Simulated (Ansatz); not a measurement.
Effect of strain tensor (xx, yy, zz, yz, xz, xy) = (+1.88, +1.91, +0.97, +0.44, −1.18, −0.85) % on Cs2AgBiBr6

Consider Cs$_{2}$AgBiBr$_{6}$ (space group Fm-3m, No. 225; a = 11.344 Å). Axes: x, y, z lie along the cube axes.

It is then changed as follows: the symmetric strain tensor [0.0188 -0.0085 -0.0118; -0.0085 0.0191 0.0043; -0.0118 0.0043 0.0097], atoms relaxed at fixed cell.

Method: Ansatz (a first-principles code), r2SCAN, PAW, cutoff 500 eV, scalar-relativistic without spin-orbit coupling, earlier PAW set. Γ-centred 5×5×5 mesh, Fermi–Dirac width 0.05 eV.

| quantity | base | changed | shift |
|---|---|---|---|
| space group | Fm-3m (No. 225) | P-1 (No. 2) | – |
| energy relative to the base (free energy F) | 0 meV/atom | +6.7 meV/atom | +6.7 meV/atom |
| pressure (mean of the normal stresses, compression positive) | 0.00 GPa | -1.00 GPa | -1.00 GPa |
| band gap | 1.67 eV | 1.70 eV | +0.03 eV |
| gap character | – | indirect, V → R | – |
| smallest direct gap | 2.70 eV | 2.71 eV | +0.004 eV |
| electron mass | 0.36 mₑ along k, 0.27 mₑ across (at L) | 0.36 mₑ along k, 0.27 mₑ across (at L) | – |
| valley order (the lowest conduction-band minima on the path, energy above the VBM, named in the base's zone) | – | L along [111] 1.70 eV; L along [1-11] 1.71 eV; L along [11-1] 1.72 eV; L along [1-1-1] 1.75 eV | – |
| largest internal atomic displacement | – | 0.030 Å | – |
| stress (xx, yy, zz, yz, xz, xy; compression positive) | – | (-1.04, -1.05, -0.91, -0.06, 0.17, 0.12) GPa | – |

Final structure:

```
Cs2AgBiBr6
1.0
   -0.11457     5.80496     5.75165
    5.71194    -0.02326     5.66033
    5.73066     5.73236    -0.04197
Cs Ag Bi Br
2 1 1 6
Direct
  0.25185   0.24949   0.24992
  0.74815   0.75051   0.75008
  0.50000   0.50000   0.50000
  0.00000   0.00000   0.00000
  0.75212   0.24989   0.24945
  0.24788   0.75011   0.75055
  0.24850   0.75079   0.25078
  0.75150   0.24921   0.74922
  0.25020   0.25294   0.74909
  0.74980   0.74706   0.25091
```

Spin-orbit coupling, missing from the scalar runs, can matter with Bi. Effective masses come from finite differences of ±0.01 Å⁻¹. Along k means along the line from Γ to the band edge. Whether these cells are dynamically stable was not tested. Labels are those of the standard path for the cell's own space group.
